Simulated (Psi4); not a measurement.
Psi4 1.11, PBE0/def2-tzvp: Nb(NH)(OH)3 ([NH]=[Nb]([OH])([OH])[OH]), 9 atoms. The geometry is a generated start, not checked to be a minimum at this level.

```json
{
  "task": "energy",
  "method": "pbe0",
  "basis": "def2-tzvp",
  "memory": "3 GB",
  "maxiter": "100",
  "keys_of_the_molecule_block": "symmetry c1",
  "scf_type": "df (default)",
  "guess": "auto, which took SAD (default)",
  "scf_initial_accelerator": "adiis (default)",
  "e_convergence": "1e-06 (default)",
  "d_convergence": "1e-06 (default)",
  "dft_radial_points": "75 (default)",
  "dft_spherical_points": "302 (default)",
  "effective_core_potentials": "those of the basis set, past Kr",
  "basis_functions": "188",
  "grid_points": "196090"
}
```

```xyz
9

Nb    -0.1305     0.0421     0.1471
N      1.0150    -0.1796    -1.1879
H      1.7005    -0.2416    -1.9348
O      0.6900    -0.7612     1.5986
H      1.4493    -1.2350     1.9441
O     -1.6819    -0.8515    -0.3202
H     -2.1922    -1.3880    -0.9323
O     -0.4233     1.8296     0.3796
H     -0.4269     2.7853     0.3058
```

Charge 0 and multiplicity 1 are set for this test and not shown to be the ground state.

One run each on 2 threads. Values of diis_max_vecs tried: 3, 6, 10 (default), 20.

Task: Which value of diis_max_vecs needs the fewest SCF iterations, and what happens away from it?

Result: Fewest SCF iterations, within one of each other: 6 with 11, 10 (default) with 10, 20 with 10. The count rises to 24 at 3. All converge to one solution.

```json
[
 {"diis_max_vecs": "3", "SCF iterations": "24", "end": "same solution"},
 {"diis_max_vecs": "6", "SCF iterations": "11", "end": "same solution"},
 {"diis_max_vecs": "10 (default)", "SCF iterations": "10", "end": "same solution"},
 {"diis_max_vecs": "20", "SCF iterations": "10", "end": "same solution"}
]
```
